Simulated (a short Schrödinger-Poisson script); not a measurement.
Symmetric double-gate stack, Al2O3 on p-type GaN

Stack: symmetric double-gate stack, Al2O3 on p-type GaN, at 300 K.

```
layer  material  thickness (nm)  Na (cm⁻³)
-----  --------  --------------  ---------
1         Al2O3             6.4          -
2           GaN               4       1e16
3         Al2O3             6.4          -
```

The device is made up for the run: typed textbook-type constants, with dimensions and the other settings drawn at random. Al2O3: permittivity 9, conduction-band edge (eV) 2.75, gap (eV) 6.8, electron mass (mₑ) 0.3. GaN: permittivity 9.5, conduction-band edge (eV) 0, gap (eV) 3.43, Nv at 300 K (cm⁻³) 4.6e19.

Channel valleys (confinement mass, in-plane density-of-states mass, number): Γ 0.2, 0.2, 1. At the gates, both at one voltage, the conduction-band edge of layer 1 lies 3.19 eV − eVg above the Fermi level of the channel. Gaps are held at their typed values at every temperature. Mesh 0.03 nm at interfaces.

From a short Schrödinger-Poisson script (our own, NumPy): 1D Poisson equation in equilibrium, electrons quantum, Hartree (BenDaniel-Duke, 12 states a valley, the channel's in-plane mass for all, wave functions free to enter the dielectric), parabolic valleys, classical holes, full ionisation, no traps, pinning or gate leakage.

```tsv
Vg (V)	electrons (cm⁻²)	C (μF/cm²)	Γ E0 (meV)	Γ E1 (meV)
0.2	6.80e6	< 0.003	327.5	588.9
0.3	3.25e8	< 0.003	227.5	488.9
0.4	1.49e10	0.0897	128.6	390.0
0.5	2.97e11	0.962	49.5	310.1
0.6	1.11e12	1.54	10.2	268.5
0.7	2.14e12	1.72	-13.6	241.8
0.8	3.24e12	1.79	-32.3	220.2
0.9	4.37e12	1.83	-48.6	200.7
1	5.52e12	1.85	-63.9	182.4
1.1	6.67e12	1.86	-78.6	164.6
1.2	7.83e12	1.86	-93.0	147.2
1.3	9.00e12	1.87	-107.2	130.0
1.4	1.02e13	1.88	-121.2	113.1
1.5	1.13e13	1.88	-135.0	96.3
1.6	1.25e13	1.89	-148.6	79.8
1.7	1.37e13	1.91	-161.9	63.7
1.8	1.49e13	1.93	-174.6	48.2
1.9	1.61e13	1.95	-186.6	33.6
```

Gate voltages with under 1e6 electrons/cm² are left out.

Subbands count from the Fermi level. The capacitance is that of both gates.

In real p-type GaN the Mg acceptor is only partly ionised, and so wide a gap doesn't supply an inversion layer without source and drain.
